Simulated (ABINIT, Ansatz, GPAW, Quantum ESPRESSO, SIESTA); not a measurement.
Ni3Si (Pm-3m, 4 atoms in the cell) computed with different codes at matched settings

Self-consistent single point.

```
CELL_PARAMETERS angstrom
      3.59670     0.00000     0.00000
      0.00000     3.59670     0.00000
      0.00000     0.00000     3.59670
ATOMIC_POSITIONS crystal
  Si 0.00000 0.00000 0.00000
  Ni 0.00000 0.50000 0.50000
  Ni 0.50000 0.00000 0.50000
  Ni 0.50000 0.50000 0.00000
```

Shared settings, as Ansatz (a program for electronic structure) writes them: kpoints.mp_grid.grid = 3 3 3; scf.occupations.method = gaussian; scf.occupations.width = 0.272 eV. Potentials and cutoffs stand in the table.

```
code                                                                                                                                model  pressure (GPa)       cutoff
----------------  -----------------------------------------------------------------------------------------------------------------------  --------------  -----------
ABINIT                                                           PBE, norm-conserving pseudopotentials (PseudoDojo nc-sr-05 PBE standard)          -12.36        49 Ha
GPAW                                                                                         PBE, GPAW PAW datasets PBE (gpaw-data 1.0.1)          -11.19       800 eV
Ansatz                                                                                                             PBE, default PAW files          -12.46       420 eV
Quantum ESPRESSO                                                                           PBE, GBRV 1.5 ultrasoft (PBE) pseudopotentials          -12.37        50 Ry
SIESTA            GGA PBE, numerical atomic orbitals DZP, PseudoDojo PBE standard norm-conserving potentials (rewritten from UPF to PSML)          -14.09  grid 400 Ry
```

On Ansatz's run: spin polarisation is off.

The spread over the programs that give each value: pressure within 2.90 GPa.

SIESTA uses small atom-centred bases, whose incompleteness enters pressures, forces and empty levels differently from a plane-wave cutoff. Ansatz's pressure is given at a fixed set of plane waves, as the other plane-wave codes print theirs; with its correction for the finite basis it is -12.42 GPa. In the pressure, GPAW (by 1.17) and SIESTA (by 1.72) lie more than 1 GPa from the median of the plane-wave programs.

On the base mesh (7 7 7) the same programs gave: Ansatz pressure -13.50 GPa; Quantum ESPRESSO pressure -13.42 GPa; ABINIT pressure -13.41 GPa; GPAW pressure -12.20 GPa; SIESTA pressure -15.81 GPa.

The values differ from the base mesh's, so the mesh still matters here: the table compares the programs at equal settings.

The starting cell has typed, rounded lattice constants, without a prior relaxation at this level. Its lattice was rescaled by a random factor within 2.5 % of one.

Left out of this page: CP2K (on another mesh); Elk and FLEUR (not drawn, or without a comparable value).

Keys are those of Ansatz 0.2.
